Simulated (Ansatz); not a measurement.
The starting structures come from a database of crystals and need not be the phases stable at ambient conditions.

 Where the default PAW files enter, the runs use the earlier of Ansatz's two default sets.

Input:

```yaml
crystal:
  lattice:
    - [3.91308, 0.00000, 0.00000]
    - [0.00000, 7.72503, 0.00000]
    - [0.00000, 0.00000, 6.49416]
  atoms:
    - { symbol: Pb, position: [0.75000, 0.10239, 0.25632] }
    - { symbol: Pb, position: [0.25000, 0.89761, 0.74368] }
    - { symbol: Pb, position: [0.25000, 0.60239, 0.24368] }
    - { symbol: Pb, position: [0.75000, 0.39761, 0.75632] }
    - { symbol: F, position: [0.75000, 0.84760, 0.47818] }
    - { symbol: F, position: [0.25000, 0.15240, 0.52182] }
    - { symbol: F, position: [0.25000, 0.34760, 0.02182] }
    - { symbol: F, position: [0.75000, 0.65240, 0.97818] }
    - { symbol: F, position: [0.25000, 0.56897, 0.64110] }
    - { symbol: F, position: [0.75000, 0.43103, 0.35890] }
    - { symbol: F, position: [0.75000, 0.06897, 0.85890] }
    - { symbol: F, position: [0.25000, 0.93103, 0.14110] }
```

Space group of this cell: Pnma. The cell was relaxed by PBE-D3(BJ); by r2SCAN its mean pressure is -1.8 GPa.

Transport runs along the normal of the first two printed cell vectors.

The gap is the functional's own, uncorrected, and κ follows it; spin-orbit coupling is left out. Mid-gap values are interpolated between the computed energies.

Question: Give the band gap and the smallest decay constant κ at mid-gap that Ansatz (a first-principles code) with r2SCAN yields.

Answer: Gap 4.82 eV on a 8×4×6 mesh; κ = 0.501 1/Å, at the zone centre.
